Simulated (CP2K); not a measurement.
Worked example: self-consistent single point of ZnP (P6_3mc, 4 atoms in the cell) in CP2K.

Computed with LDA (Pade form), GPW, DZVP-MOLOPT-SR-GTH basis, GTH-PADE potentials (GTH_POTENTIALS) run with CP2K 2026.2.

```
ZnP
1.0
    3.63466     0.00000     0.00000
   -1.81733     3.14771     0.00000
    0.00000     0.00000     6.91407
Zn P
2 2
Cartesian
  0.00000   2.09847   2.46030
  1.81733   1.04923   5.91734
  0.00000   2.09847   0.13247
  1.81733   1.04923   3.58951
```

Reference input (self-consistent single point, DFT PBEsol, GPW, DZVP-MOLOPT-SR-GTH basis, GTH-PBE potentials (GTH_POTENTIALS)): CUTOFF = 600 Ry; REL_CUTOFF = 60 Ry; SMEAR/METHOD = GAUSSIAN; SIGMA = 0.2 eV; KPOINTS/SCHEME = MONKHORST-PACK 10 10 5; GAMMA_CENTERED = T; XC_FUNCTIONAL = PBE:PBESOL; Zn/BASIS_SET = DZVP-MOLOPT-SR-GTH; Zn/POTENTIAL = GTH-PBE-q12; P/BASIS_SET = DZVP-MOLOPT-SR-GTH; P/POTENTIAL = GTH-PBE-q5; METHOD = GPW. This run's input differs from it in these lines:

```diff
@@ -43,6 +43,3 @@
     &XC
-      &XC_FUNCTIONAL
-        &PBE
-          PARAMETRIZATION PBESOL
-        &END PBE
+      &XC_FUNCTIONAL PADE
       &END XC_FUNCTIONAL
@@ -78,3 +75,3 @@
       BASIS_SET DZVP-MOLOPT-SR-GTH
-      POTENTIAL GTH-PBE-q12
+      POTENTIAL GTH-PADE-q12
     &END KIND
@@ -82,3 +79,3 @@
       BASIS_SET DZVP-MOLOPT-SR-GTH
-      POTENTIAL GTH-PBE-q5
+      POTENTIAL GTH-PADE-q5
     &END KIND
```

Output, abridged:

```
 SCF WAVEFUNCTION OPTIMIZATION

  Step     Update method      Time    Convergence         Total energy    Change
     1 NoMix/Diag. 0.20E+00      -     1.60179858      -134.3736547916 -1.34E+02
     2 Broy./Diag. 0.20E+00      -     0.05287310      -135.5224452517 -1.15E+00
     3 Broy./Diag. 0.20E+00      -     0.04362398      -134.6444991786  8.78E-01
     4 Broy./Diag. 0.20E+00      -     0.02921523      -134.1859373720  4.59E-01
     5 Broy./Diag. 0.20E+00      -     0.00672639      -134.1161642367  6.98E-02
     6 Broy./Diag. 0.20E+00      -     0.00499669      -134.1885429899 -7.24E-02
   [... 3 lines left out ...]
    10 Broy./Diag. 0.20E+00      -     0.00002780      -134.1661557381 -3.58E-04
    11 Broy./Diag. 0.20E+00      -     0.00000747      -134.1665181125 -3.62E-04
    12 Broy./Diag. 0.20E+00      -     0.00000300      -134.1665614645 -4.34E-05
    13 Broy./Diag. 0.20E+00      -     0.00000096      -134.1665602693  1.20E-06
  *** SCF run converged in    13 steps ***

  Overlap energy of the core charge distribution:               0.00000000234236
  Self energy of the core charge distribution:               -192.10230826954384
  Core Hamiltonian energy:                                     57.16329472358343
  Hartree energy:                                              21.56620465004538
  Exchange-correlation energy:                                -20.79225137428596
  Smearing free energy correction:                             -0.00150000207884
  Fermi energy:                                                 0.12371318631506

  Total energy:                                              -134.16656026928788
  Total energy (extrapolated to sigma->0):                   -134.16581026824846

                     Mulliken Population Analysis

   [... lines left out ...]

 STRESS| Analytical stress tensor [bar]
 STRESS|                        x                   y                   z
 STRESS|      x       -4.67746970772E+04   7.12165069540E-01   3.36768238961E-07
 STRESS|      y        7.12165069540E-01  -4.67736936901E+04  -4.17482588556E-03
 STRESS|      z        3.36768238961E-07  -4.17482588556E-03  -5.93424789904E+04
 STRESS| 1/3 Trace                                            -5.09636232526E+04
```

The run converged in 13 iterations. Against the reference run the pressure goes from -2.57 to -5.10 GPa and the largest force goes from 0.026 to 0.033 eV/Å.

The starting cell comes from a database of computed structures (which also holds hypothetical and non-ambient phases and stackings), without a prior relaxation at this level. Values carry the incompleteness of an atom-centred basis. With a pressure of about -5 GPa the cell is away from its equilibrium volume at this level. The run gives no clean gap (levels at the Fermi energy touch, overlap or are partly filled at this smearing), which alone does not show that the compound is a metal.

Cost on one core of a shared machine: roughly 70 s.
